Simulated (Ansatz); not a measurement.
## Response to strain in GaAs

The reference is GaAs in the zinc blende structure (space group F-43m, No. 216; a = 5.603 Å). Axes: x, y, z lie along the cube axes.

Strains are applied to the cell and any free atomic positions relax.

The values are results of Ansatz (an electronic-structure program), LDA, PAW, cutoff 420 eV, no spin-orbit coupling, not measurements.

| uniaxial strain ε_zz (%) | band gap (eV) |
|---|---|
| 0 | 0.49 |
| 0.5 | 0.44 |
| 1 | 0.39 |
| 1.5 | 0.34 |
| 2 | ? |
| 2.5 | 0.25 |
| 3 | 0.20 |

Task: Fit E_g = E₀ + Dε (ε in %) to the rows shown and predict the withheld row.

Result: Least squares on the printed values gives E₀ = 0.49 eV, D = -96.0 meV per % of strain (largest residual 0.00 eV); this predicts 0.30 eV, and the run gives 0.30 eV, in agreement.

Stability against distortions was not tested. The zero or small gap of GaAs under uniaxial strain ε_zz = +2.00 %, GaAs under uniaxial strain ε_zz = +2.50 % and GaAs under uniaxial strain ε_zz = +3.00 % can change with the level of theory.
